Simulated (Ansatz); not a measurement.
The starting structures come from a database of crystals and need not be the phases stable at ambient conditions.

 Where the default PAW files enter, the runs use the earlier of Ansatz's two default sets.

Consider the following.

```
CELL_PARAMETERS angstrom
      4.34147     0.00000     0.00000
     -2.17074     3.75982     0.00000
      0.00000     0.00000     7.74561
ATOMIC_POSITIONS crystal
  Li 0.00000 0.00000 0.25000
  Li 0.00000 0.00000 0.75000
  Li 0.33333 0.66667 0.58522
  Li 0.66667 0.33333 0.41478
  Li 0.66667 0.33333 0.08522
  Li 0.33333 0.66667 0.91478
  As 0.33333 0.66667 0.25000
  As 0.66667 0.33333 0.75000
```

Space group of this cell: P6_3/mmc. The cell is taken as given.

Transport runs along the normal of the first two printed cell vectors, the (001) plane of the conventional cell.

The gap is the functional's own, uncorrected, and κ follows it; spin-orbit coupling is left out. Mid-gap values are interpolated between the computed energies.

Q: Estimate the band gap and the smallest decay constant κ at mid-gap that PBEsol (Ansatz, an electronic-structure program) returns for this system.

A: Gap 0.57 eV on a 12×12×4 mesh; κ = 0.123 1/Å, at (0.333, 0.333) of the in-plane reciprocal vectors. At the zone centre, at the nearest computed energy, the slowest state has κ = 0.14 1/Å.
